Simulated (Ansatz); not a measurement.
**Response to strain in PbF2**

Consider PbF2 in the fluorite structure (space group Fm-3m, No. 225; a = 5.899 Å). Axes: x, y, z lie along the cube axes.

Strains are applied to the cell and any free atomic positions relax; under biaxial strain the out-of-plane vector relaxes too.

The values are results of Ansatz (a program for electronic structure), PBEsol, PAW, cutoff 420 eV, without spin-orbit coupling, not measurements.

Candidates:
(a) biaxial strain −0.83 %, plane normal [111], relaxed out of plane
(b) biaxial strain +0.83 %, plane normal [111], relaxed out of plane
(c) biaxial strain −2.08 %, plane normal [111], relaxed out of plane
(d) biaxial strain −1.67 %, plane normal [111], relaxed out of plane
(e) biaxial strain −1.25 %, plane normal [111], relaxed out of plane

### Question
Order them by out-of-plane strain, lowest first.

### Answer
(b) biaxial strain +0.83 %, plane normal [111], relaxed out of plane (-0.95 %), (a) biaxial strain −0.83 %, plane normal [111], relaxed out of plane (+0.96 %), (e) biaxial strain −1.25 %, plane normal [111], relaxed out of plane (+1.47 %), (d) biaxial strain −1.67 %, plane normal [111], relaxed out of plane (+1.98 %), (c) biaxial strain −2.08 %, plane normal [111], relaxed out of plane (+2.48 %)

Whether these cells are dynamically stable was not tested.
